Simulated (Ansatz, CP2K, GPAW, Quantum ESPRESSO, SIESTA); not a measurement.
# One structure in several programs: Rb (Im-3m, 1 atom in the cell)

Self-consistent single point.

```xyz
1
Lattice="-2.7826 2.7826 2.7826 2.7826 -2.7826 2.7826 2.7826 2.7826 -2.7826" Properties=species:S:1:pos:R:3 pbc="T T T"
Rb     0.0000     0.0000     0.0000
```

Shared settings, as Ansatz (a quantum-chemistry and plane-wave program) writes them: kpoints.mp_grid.grid = 11 11 11; scf.occupations.method = gaussian; scf.occupations.width = 0.02 Ry. Potentials and cutoffs stand in the table.

```json
[
 {"code": "Ansatz", "model": "PBEsol, PAW files made with PBE", "pressure (GPa)": "0.01", "cutoff": "30.9 Ry"},
 {"code": "GPAW", "model": "PBEsol, GPAW PAW datasets PBEsol (made by gpaw-setup)", "pressure (GPa)": "0.00", "cutoff": "600 eV"},
 {"code": "Quantum ESPRESSO", "model": "PBEsol, PSlibrary PAW (PBE) pseudopotentials", "pressure (GPa)": "0.00", "cutoff": "40 Ry"},
 {"code": "CP2K", "model": "PBEsol, GPW, DZVP-MOLOPT-SR-GTH basis, GTH-PBE potentials (GTH_POTENTIALS)", "pressure (GPa)": "0.09", "cutoff": "grid 500 Ry"},
 {"code": "SIESTA", "model": "GGA PBEsol, numerical atomic orbitals DZP, PseudoDojo PBEsol standard norm-conserving potentials (rewritten from UPF to PSML)", "pressure (GPa)": "0.23", "cutoff": "grid 350 Ry"}
]
```

The spread over the programs that give each value: pressure within 0.23 GPa.

CP2K and SIESTA use small atom-centred bases, whose incompleteness enters pressures, forces and empty levels differently from a plane-wave cutoff. Ansatz's pressure is given at a fixed set of plane waves, as the other plane-wave codes print theirs.

The starting cell has typed, rounded lattice constants, without a prior relaxation at this level. Its lattice was rescaled by a random factor within 2.5 % of one.

Left out of this page: ABINIT (with a known weakness of the program); Elk and FLEUR (not drawn, or without a comparable value).

Keys are those of Ansatz 0.2.
